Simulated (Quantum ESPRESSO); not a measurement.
Quantum ESPRESSO run on K (Im-3m, 1 atom in the cell): self-consistent single point.

Method of the run: PBE, PseudoDojo standard norm-conserving (PBE) pseudopotentials (plane waves; Quantum ESPRESSO 7.5).

```yaml
crystal:
  lattice:
    - [2.65320, 2.65320, 2.65320]
    - [-2.65320, 2.65320, 2.65320]
    - [-2.65320, -2.65320, 2.65320]
  atoms:
    - { symbol: K, position: [0.00000, 0.00000, 0.00000] }
```

Reference input (self-consistent single point, DFT, PBE, plane waves, PseudoDojo standard norm-conserving (PBE) pseudopotentials): ecutwfc = 75 Ry; occupations = smearing; smearing = fd; degauss = 0.0073499 Ry; potentials = {K: K.upf}; K_POINTS = automatic 9 9 9 0 0 0; conv_thr = 1e-08 Ry; mixing_beta = 0.4. This run's input differs from it in these lines:

```diff
@@ -26,3 +26,3 @@
 K_POINTS automatic
-9 9 9  0 0 0
+29 29 29  1 1 1
```

Output, abridged:

```
     Self-consistent Calculation

     iteration #  1     ecut=    75.00 Ry     beta= 0.40

     Threshold (ethr) on eigenvalues was too large:
     Diagonalizing with lowered threshold

     c_bands:  1 eigenvalues not converged
     c_bands:  1 eigenvalues not converged
     c_bands:  2 eigenvalues not converged
     c_bands:  1 eigenvalues not converged
     c_bands:  1 eigenvalues not converged
   [... 95 lines left out ...]
     c_bands:  1 eigenvalues not converged
     c_bands:  1 eigenvalues not converged
     c_bands:  1 eigenvalues not converged
     c_bands:  1 eigenvalues not converged

   [... lines left out ...]
     c_bands:  1 eigenvalues not converged
   [... 8 lines left out ...]
     c_bands:  1 eigenvalues not converged
     c_bands:  1 eigenvalues not converged
     c_bands:  1 eigenvalues not converged
     c_bands:  1 eigenvalues not converged

     total energy              =     -60.11097939 Ry
     estimated scf accuracy    <       0.00003266 Ry

   [... 2 blocks of this kind left out ...]

     iteration #  6     ecut=    75.00 Ry     beta= 0.40

     total energy              =     -60.11098185 Ry
     estimated scf accuracy    <       0.00000001 Ry

     iteration #  7     ecut=    75.00 Ry     beta= 0.40
     End of self-consistent calculation

     Number of k-points >= 100: set verbosity='high' to print the bands.

     the Fermi energy is     1.7405 ev

!    total energy              =     -60.11098185 Ry
     estimated scf accuracy    <          8.5E-10 Ry
     smearing contrib. (-TS)   =      -0.00189905 Ry
     internal energy E=F+TS    =     -60.10908280 Ry

     convergence has been achieved in   7 iterations

     Forces acting on atoms (cartesian axes, Ry/au):

     atom    1 type  1   force =     0.00000000    0.00000000    0.00000000

     Total force =     0.000000     Total SCF correction =     0.000000

          total   stress  (Ry/bohr**3)                   (kbar)     P=       -0.36
  -0.00000242  -0.00000000   0.00000000           -0.36       -0.00        0.00
  -0.00000000  -0.00000242  -0.00000000           -0.00       -0.36       -0.00
   0.00000000  -0.00000000  -0.00000242            0.00       -0.00       -0.36

   JOB DONE.
```

The run converged in 7 iterations. Against the reference run the free energy goes up by 1.5 meV/atom and the pressure stays at -0.04 GPa.

The starting cell has typed, rounded lattice constants, without a prior relaxation at this level. Its lattice was rescaled by up to half a per cent.

Cost on one core of a shared machine: roughly 4 min.
